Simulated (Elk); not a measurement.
**Convergence study of the basis cutoff for Ag (Im-3m, 1 atom in the cell)**

```
Ag
1.0
   -1.66393     1.66393     1.66393
    1.66393    -1.66393     1.66393
    1.66393     1.66393    -1.66393
Ag
1
Direct
  0.00000   0.00000   0.00000
```

Computed with LDA (PW92), all-electron FP-LAPW, Elk's shipped species files, default APW+lo basis (Elk).

Base settings: swidth = 0.00367493 Ha; ngridk = 12 12 12; rmtscf = 0.99; maxscl = 100.

The mesh stays at the base's, so the ladder's end is converged at best in this setting alone.

Only quantities that move along the ladder and can be compared are tabulated.

The starting cell comes from a database of computed structures (which also holds hypothetical and non-ambient phases and stackings), without a prior relaxation at this level. Its lattice was rescaled by up to half a per cent. Values depend on the basis (sphere radii, cutoffs, local orbitals), which need not be converged.

Steps (rgkmax): 4.14; 4.43; 4.7; 4.95; 5.19; 5.42; 7.34; 7.67; 8.13; 8.57; 9.26.

Task: What is the coarsest rgkmax that holds the free energy within 5 meV/atom?

Result: Not settled: the last two steps still differ by 15 meV/atom, over half the tolerance, so the ladder does not show it.

```tsv
rgkmax	free energy less the last step's (meV/atom)
4.14	10038.01
4.43	7514.59
4.7	5806.88
4.95	4434.09
5.19	3381.53
5.42	2644.22
7.34	161.60
7.67	94.98
8.13	40.37
8.57	14.88
9.26	0.00
```

Left out of this page: 3 runs of the series failed or unconverged.
